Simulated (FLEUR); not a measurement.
A self-consistent single point of Ta (Im-3m, 1 atom in the cell) with FLEUR.

Method of the run: FLEUR with PBE, all-electron FLAPW (FLEUR), scalar-relativistic valence.

```xyz
1
Lattice="-1.6583 1.6583 1.6583 1.6583 -1.6583 1.6583 1.6583 1.6583 -1.6583" Properties=species:S:1:pos:R:3 pbc="T T T"
Ta     0.0000     0.0000     0.0000
```

Reference input (self-consistent single point, DFT, PBE, all-electron FLAPW (FLEUR), scalar-relativistic valence): Kmax = 4 1/bohr; GmaxXC = 20 1/bohr; xcFunctional = pbe; jspins = 1; l_soc = F; mode = hist; fermiSmearingEnergy = 0.00367493 Htr; mesh (inpgen div1-3) = 6 6 6; inpgen gamma flag = true; Gmax = 20 1/bohr; numbands = 0; maxIterBroyd = 40. This run's input differs from it in these lines:

```diff
@@ -13,3 +13,3 @@
 &comp jspins=1 /
-&kpt div1=6 div2=6 div3=6 gamma=t /
+&kpt div1=7 div2=7 div3=7 /
 &end /
@@ -33,3 +33,3 @@
    <cell>
-      <bzIntegration valenceElectrons="27.0" mode="hist" fermiSmearingEnergy="0.00367493">
+      <bzIntegration valenceElectrons="27.0" mode="hist" fermiSmearingEnergy="0.00073499">
          <kPointListSelection listName="default-1"/>
```

Log, with long lists cut:

```
      Welcome to FLEUR        (www.flapw.de)
      MaX-Release 8.1          (www.max-centre.eu)

 ========== k-point set info ==========
 Selected k-point list: default-1
 k-point list type: mesh
 7 x 7 x 7
 Number of k points: 20

 ------------Calculation Setup---------------------------
           1           2           4           5          10          20
 Number of basis functions:          171
 Instability in determination of fermi-level,
 doubled temperature broading to continue
 Instability in determination of fermi-level,
 doubled temperature broading to continue
 Instability in determination of fermi-level,
 doubled temperature broading to continue
 Instability in determination of fermi-level,
 doubled temperature broading to continue
 Instability in determination of fermi-level,
 doubled temperature broading to continue
 Instability in determination of fermi-level,
 doubled temperature broading to continue
 Instability in determination of fermi-level,
 doubled temperature broading to continue
 Instability in determination of fermi-level,
 doubled temperature broading to continue
 Instability in determination of fermi-level,
 doubled temperature broading to continue
 Instability in determination of fermi-level,
 doubled temperature broading to continue
 Instability in determination of fermi-level,
 doubled temperature broading to continue
 Instability in determination of fermi-level,
 doubled temperature broading to continue
 Instability in determination of fermi-level,
 doubled temperature broading to continue
 Instability in determination of fermi-level,
 doubled temperature broading to continue
 Instability in determination of fermi-level,
 doubled temperature broading to continue
 Instability in determination of fermi-level,
 doubled temperature broading to continue
 Instability in determination of fermi-level,
 doubled temperature broading to continue
 Instability in determination of fermi-level,
 doubled temperature broading to continue
 Instability in determination of fermi-level,
 doubled temperature broading to continue
 Instability in determination of fermi-level,
 doubled temperature broading to continue
 Instability in determination of fermi-level,
 doubled temperature broading to continue
**************FLEUR-Error*****************
Error message: Determination of fermi-level did not converge
Error occurred in subroutine: ef_newton
Hint: change temp. broad., set gauss = T, or use finer k mesh
Error from PE:0/1
 Last known location:
```

The program stopped with an error. 

The starting cell has typed, rounded lattice constants, without a prior relaxation at this level. Its lattice was rescaled by up to half a per cent. Values depend on the basis (sphere radii, cutoffs, local orbitals), which need not be converged.
